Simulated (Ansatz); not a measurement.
**CaSe under a change: pressure 0.7 GPa**

Base system: CaSe in the rock salt structure (space group Fm-3m, No. 225; a = 5.869 Å).

One thing is altered: cell and atoms relaxed at a pressure of 0.7 GPa.

Computed with PBEsol (Ansatz, an electronic-structure program; PAW; 420 eV plane waves; no SOC). k-mesh 10×10×10 (Γ-centred); smearing 0.05 eV (Fermi–Dirac).

- Volume per atom = 24.93 Å³ (base 25.26 Å³)
- Density = 3.96 g/cm³ (base 3.91 g/cm³)
- Lattice parameter a = 5.843 Å (base 5.869 Å)
- Shortest interatomic distance = 2.921 Å (base 2.934 Å)
- Enthalpy H = E + PV relative to the base's energy = +0.11 eV/atom
- Band gap = 1.84 eV (base 1.88 eV)
- Gap character = indirect, Γ → X (base indirect, Γ → X)
- Smallest direct gap = 2.83 eV (base 2.85 eV)
- Width of the top valence band = 1.78 eV (base 1.75 eV)
- Electron mass = 1.4 mₑ along k, 0.27 mₑ across (at X) (base 1.4 mₑ along k, 0.27 mₑ across (at X))
- Hole mass (degenerate bands, along [100]) = 0.17, 0.89, 0.89 mₑ (at Γ) (base 0.17, 0.91, 0.91 mₑ (at Γ))

Cost of the whole job for the changed cell (relaxation, final SCF and bands): around 6 core-seconds (rough).

Load acts through the strain it causes; cell and atoms are relaxed under it. Effective masses come from finite differences of ±0.01 Å⁻¹. Along k means along the line from Γ to the band edge. Whether these cells are dynamically stable was not tested.
